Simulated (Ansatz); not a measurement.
**ScF₃ in the ReO3 type structure (space group Pm-3m, No. 221)**

```
CELL_PARAMETERS angstrom
      4.02048     0.00000     0.00000
      0.00000     4.02048     0.00000
      0.00000     0.00000     4.02048
ATOMIC_POSITIONS crystal
  Sc 0.00000 0.00000 0.00000
  F  0.00000 0.00000 0.50000
  F  0.50000 0.00000 0.00000
  F  0.00000 0.50000 0.00000
```

All numbers come from DFT with PBEsol, PAW potentials and a 420 eV plane-wave cutoff in Ansatz (a program for electronic structure), no SOC. Settings: 8×8×8 k-points, 0.05 eV Fermi–Dirac smearing.

The volume per atom is 16.25 Å³ and the density comes out as 2.61 g/cm³. The band gap comes out as 6.26 eV, indirect, R → Γ, the lowest conduction-band minima above the VBM is Γ 6.26 eV and the total energy is -1130.048 eV/atom (σ→0; compares only within this code and set-up).

Whether these cells are dynamically stable was not tested. The base started in R32 and relaxed to Pm-3m at this level. All final runs are without spin polarisation.
